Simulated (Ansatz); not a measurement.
Worked calculations on one periodic cell of amorphous Ti$_{20}$O$_{41}$Be: Ti20O41Be, 62 atoms, volume 753.5 Å³, made by a melt-quench on the CHGNet potential and relaxed with DFT. O atoms were pushed apart under 1.9 Å during the dynamics, to hinder bonds among them. It is a model cell: composition and starting density were chosen by hand, and all elements were melted together. Cycles of charging were run to anneal it. Calculation: PBE, scalar-relativistic without spin-orbit coupling (plane waves to 420 eV, PAW; Ansatz, an electronic-structure program). Sampling: a 2×2×2 Γ-centred mesh; Fermi-Dirac width 0.02 eV; no spin polarisation. Its volume was held where the quench left it, its shape was free, and it stands at a mean pressure of 1.8 GPa with stress components up to 1.8 GPa; the relaxation ran on the zone centre alone. Its density went from a set 3.58 to 3.57 g/cm³. The cell is small and was quenched far faster than a real film, so it is one sample of the glass.

Task: Count formal charges (Ti +4, O -2, Be +2). What does the count lead one to expect at the Fermi level, and what does the calculation give?

Result: 20 × (+4) + 41 × (-2) + 1 × (+2) = 0. The charges balance, so the anion-derived valence states can be full and a gap can open. On this mesh the highest filled and lowest empty level lie 2.56 eV apart, the PBE gap of this cell.

Four energies for an added electron at PBE on the zone centre alone (charged cells in a uniform background, spin-polarised): neutral at the neutral geometry -73430.451 eV; charged at the neutral geometry -73421.489 eV; charged and relaxed -73421.592 eV; neutral at the charged geometry -73430.309 eV.

Task: Find the two relaxation energies and their sum, the reorganisation energy.

Result: On charging: -73421.489 − (-73421.592) = 0.103 eV. On discharging: -73430.309 − (-73430.451) = 0.142 eV. The sum is 0.245 eV. The carrier's level spreads over 11 of the 62 atoms' worth, so it counts as partly localised, most on one Ti atom with neighbours O 1.85 Å, O 1.85 Å, O 1.97 Å, O 1.98 Å, O 2.04 Å, O 2.34 Å (neutral geometry). The values are uncorrected: the image energy of a point charge in this cell, 2.84 × 14.40 / (2 × 9.1) = 2.2 eV before screening, is screened by electrons alone at the fixed geometry and by ions too after relaxing, and the carrier can be spread before it relaxes, so each term can be off by up to that value times 1/ε∞, some tenths of an eV. PBE's self-interaction favours spread-out carriers, so a hybrid can localise more.

Four energies for a hole at PBE on the zone centre alone (charged cells in a uniform background, spin-polarised): neutral at the neutral geometry -73430.451 eV; charged at the neutral geometry -73436.587 eV; charged and relaxed -73436.727 eV; neutral at the charged geometry -73429.874 eV.

Task: Find the two relaxation energies and their sum, the reorganisation energy.

Result: On charging: -73436.587 − (-73436.727) = 0.140 eV. On discharging: -73429.874 − (-73430.451) = 0.577 eV. The sum is 0.717 eV. The carrier's level spreads over 5 of the 62 atoms' worth, so it counts as localised, most on one O atom with neighbours Ti 1.78 Å, Ti 1.85 Å (neutral geometry). The values are uncorrected: the image energy of a point charge in this cell, 2.84 × 14.40 / (2 × 9.1) = 2.2 eV before screening, is screened by electrons alone at the fixed geometry and by ions too after relaxing, and the carrier can be spread before it relaxes, so each term can be off by up to that value times 1/ε∞, some tenths of an eV. PBE's self-interaction favours spread-out carriers, so a hybrid can localise more.
